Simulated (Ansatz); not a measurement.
The reference is Ca(OH)$_{2}$ (space group P-3m1, No. 164; layered).

```xyz
5
Lattice="3.5612 0.0000 0.0000 -1.7806 3.0841 0.0000 0.0000 0.0000 4.7677" Properties=species:S:1:pos:R:3 pbc="T T T"
Ca     0.0000     0.0000     0.0000
H      1.7806     1.0280     2.6539
H      0.0000     2.0560     2.1138
O      1.7806     1.0280     3.6291
O      0.0000     2.0560     1.1386
```

Computed with PBEsol (Ansatz, a first-principles code, PAW, scalar-relativistic without spin-orbit coupling).

For the base:

```
Property            Result
-------------  -----------
Band gap           4.19 eV
Gap character  direct at Γ
```

Now apply this change: hydrostatic tension (pressure −1 GPa).

Q: What does the calculation give for the band gap and gap character after the change?

A: The band gap falls by 0.12 eV, from 4.19 eV to 4.07 eV; the gap character is still direct at Γ.

Load acts through the strain it causes; cell and atoms are relaxed under it. Whether these cells are dynamically stable was not tested. No dispersion term is included in the PBEsol runs.
